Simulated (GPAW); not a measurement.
**Sensitivity of a calculation on KMg6Ti (Amm2, 8 atoms in the cell) to its settings**

```
CELL_PARAMETERS angstrom
      5.28092     0.00000     0.00000
      0.00000     3.32535     5.63971
      0.00000    -3.32535     5.63971
ATOMIC_POSITIONS crystal
  K  0.50000 0.58367 0.58367
  Mg 0.00000 0.93012 0.40694
  Mg 0.00000 0.40694 0.93012
  Mg 0.00000 0.40631 0.40631
  Mg 0.50000 0.60837 0.07183
  Mg 0.50000 0.07183 0.60837
  Mg 0.50000 0.07662 0.07662
  Ti 0.00000 0.91614 0.91614
```
Moments meant for the start (each program seeds them in its own way; μB, in the order of the atoms K Mg Mg Mg Mg Mg Mg Ti): 0.0 0.0 0.0 0.0 0.0 0.0 0.0 1.0.

Base run A: LDA (Perdew-Wang 92), GPAW PAW datasets LDA (gpaw-data 1.0.1) run with GPAW, self-consistent single point.

Its settings: spinpol = true; mode = pw; ecut = 800 eV; xc = LDA; kpts = 4 3 3; mesh shift (steps) = 0.5 0.5 0.5; occupations.name = methfessel-paxton; occupations.width = 0.136 eV; occupations.order = 0; nbands = -14; symmetry.symmorphic = false; symmetry.tolerance = 0.0005; maxiter = 120.

The starting cell comes from a database of computed structures (which also holds hypothetical and non-ambient phases and stackings), without a prior relaxation at this level. With one magnetic atom in the cell only a parallel order is possible.

ΔF is the free energy per atom less that of run A. A dash stands where there is no value to compare (another energy zero or no entropy term, no result, no spin, no clean gap, or a mesh too coarse for one). Absolute energies have different zeros for different potentials, functionals, Hubbard and dispersion terms and are not compared across them.

Run A gave: pressure (GPa) -2.46; largest force (eV/Å) 0.035; size of the net moment (μB/atom) 0.24; k-points 8.

Runs:
- B: symmetry.symmorphic: false → default; symmetry.tolerance: 0.0005 → default; symmetry: default → off
- C: lattice scaled by 1.03
- D: xc: LDA → vdW-DF-cx (libvdwxc); potentials: GPAW PAW datasets PBE (gpaw-data 1.0.1) [vdW-DF-cx]
- E: convergence.energy: default → 0.001 eV/electron; convergence.density: default → 0.002 e/electron; convergence.eigenstates: default → 1e-07
- F: parallel starting moments (0 0 0 0 0 0 0 0.05 μB)

### Question
What does run C change against A?

### Answer
The free energy goes up by 49.6 meV/atom, the pressure goes from -2.46 to -4.38 GPa, the largest force goes from 0.035 to 0.101 eV/Å and the size of the net moment hardly changes (0.24 to 0.26 μB/atom).

### Question
What does run D change against A?

### Answer
The pressure goes from -2.46 to -0.05 GPa, the largest force goes from 0.035 to 0.084 eV/Å and the size of the net moment hardly changes (0.24 to 0.26 μB/atom).

```csv
run,ΔF (meV/atom),pressure (GPa),largest force (eV/Å),size of the net moment (μB/atom),k-points
A,0.00,-2.46,0.035,0.24,8
B,0.00,-2.46,0.035,0.24,36
C,49.6,-4.38,0.101,0.26,8
D,–,-0.05,0.084,0.26,8
E,0.00,-2.45,0.034,0.24,8
F,8.1,-2.79,0.046,0.00,8
```
